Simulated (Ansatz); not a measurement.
We consider LaBeNO (model structure, started from the LaZnOP type, P4/nmm, No. 129, 8 atoms in the cell), described by PBE (PAW; Ansatz, a program for electronic structure).

Settings: plane-wave cutoff 520 eV, 10×10×4 k mesh (along the axes of the cell as run), Fermi–Dirac smearing 0.01 eV, scalar-relativistic PAW data made under PBE.

Cell (relaxed at this level):

Space group P4/nmm, origin choice 1 (No. 129); a = b = 3.6038 Å, c = 7.8605 Å, α = β = γ = 90.00°

| atom | site | symmetry | x | y | z |
|---|---|---|---|---|---|
| La | 2c | 4mm | 0.5000 | 0.0000 | 0.1793 |
| Be | 2b | -4m2 | 0.5000 | 0.5000 | 0.5000 |
| N | 2c | 4mm | 0.0000 | 0.5000 | 0.4158 |
| O | 2a | -4m2 | 0.0000 | 0.0000 | 0.0000 |

Question: Give the computed band gap and smallest direct gap on the k points sampled.

Answer: 
band gap: 2.03 eV
smallest direct gap on the k points sampled: 2.19 eV

Note: the relaxation could raise the start's symmetry but not lower it, so the cell can be a saddle point.

Spin–orbit coupling is not included.

Computing time: about 14 core-seconds (a rough figure).

A model structure was made by putting elements into a prototype or built by hand; it is no filed structure, need not be a known phase, and can be a saddle point held by its symmetry.
